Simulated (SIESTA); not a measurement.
Band structure of LaNi2 (Fd-3m, 6 atoms in the cell).

```
CELL_PARAMETERS angstrom
      0.00000     3.65314     3.65314
      3.65314     0.00000     3.65314
      3.65314     3.65314     0.00000
ATOMIC_POSITIONS crystal
  La 0.75000 0.75000 0.75000
  La 0.50000 0.50000 0.50000
  Ni 0.12500 0.12500 0.62500
  Ni 0.12500 0.62500 0.12500
  Ni 0.12500 0.12500 0.12500
  Ni 0.62500 0.12500 0.12500
```

Method of the run: GGA PBEsol, numerical atomic orbitals TZP, PseudoDojo PBEsol standard norm-conserving potentials (rewritten from UPF to PSML) (SIESTA 5.4.2).

Settings: XC.functional = GGA; XC.authors = PBEsol; potentials = PseudoDojo PBEsol standard; PAO.BasisSize = TZP; PAO.EnergyShift = 0.005 Ry; MeshCutoff = 350 Ry; kgrid.MonkhorstPack = 8 8 8; OccupationFunction = MP; OccupationMPOrder = 0; ElectronicTemperature = 272 meV; MaxSCFIterations = 150; SCF.Mixer.Method = Pulay; SCF.Mixer.Weight = 0.1; SCF.Mixer.History = 8.

The starting cell comes from a database of computed structures (which also holds hypothetical and non-ambient phases and stackings), without a prior relaxation at this level. Spin polarisation is off. Values carry the incompleteness of an atom-centred basis.

Levels in eV from the Fermi level, bands 44 to 49:
| point | 44 | 45 | 46 | 47 | 48 | 49 |
|---|---|---|---|---|---|---|
| Γ | -1.10 | -0.25 | -0.25 | -0.25 | 0.32 | 0.32 |
| X | -1.03 | -1.03 | -1.02 | 0.34 | 0.34 | 0.93 |
| W | -1.17 | -0.85 | -0.85 | 0.33 | 0.33 | 0.96 |
| K | -1.21 | -0.95 | -0.80 | -0.07 | 0.57 | 0.92 |
| L | -0.93 | -0.93 | -0.25 | 0.07 | 0.07 | 0.69 |
| U | -1.21 | -0.95 | -0.80 | -0.07 | 0.57 | 0.92 |

Bands cross the Fermi level along this path, so the cell is metallic at this level.

Higher empty bands are left out: an atom-centred basis made for the valence describes them poorly.
